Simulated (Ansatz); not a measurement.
Amorphous In9Ga9Zn9O38Ti, 66 atoms at 5.79 g/cm³, one PBE-relaxed geometry, zone centre. Methods: PBE, scalar-relativistic without spin-orbit coupling (Ansatz, an electronic-structure program); r2SCAN, scalar-relativistic without spin-orbit coupling (Ansatz); HSE06, scalar-relativistic without spin-orbit coupling (Ansatz). Plane waves to 420 eV (r2SCAN 500 eV); exact exchange is cut at the cell's faces. At PBE the levels at the filled edge of the gap are localised (band-tail or defect states), and the nearest spread-out levels lie 1.3 eV apart at the zone centre. All rungs ran without spin polarisation.

Preparation: random packing, a CHGNet melt and quench, and a DFT relaxation. O atoms were pushed apart under 1.9 Å during the dynamics, to hinder bonds among them. The hot cell started wider than the set density and was brought back towards it in steps. It is the lowest in DFT energy of 2 quenches. It is a model cell: composition and starting density were chosen by hand, and all elements were melted together. No dispersion term was used. Its density started from a set value of 5.79 and ended at 5.79 g/cm³. The simulated quench (nominally 260 K/ps over its main leg) is rapid and tends to freeze in more defects than a deposited or slowly cooled glass has. One small periodic cell is one sample of the glass; other quenches scatter about these values. The volume was held where the preparation left it and the shape relaxed, at a PBE pressure of 3.4 GPa. Stress components on the final sampling reach 3.5 GPa.

The relaxation ran on the zone centre alone. At PBE the level gap is 0.91 eV on a 2×2×2 Γ-centred mesh, and the spacing at the zone centre alone 0.94 eV.

What zone-centre spacing does r2SCAN give, roughly?

1.39 eV (+0.45 eV against PBE).

What zone-centre spacing does HSE06 give, roughly?

2.56 eV (+1.62 eV against PBE).

The highest filled and the lowest empty state spread over these numbers of atoms (participation numbers): PBE: 10.6 and 59.1; r2SCAN: 10.1 and 58.1; HSE06: 10.6 and 57.6.
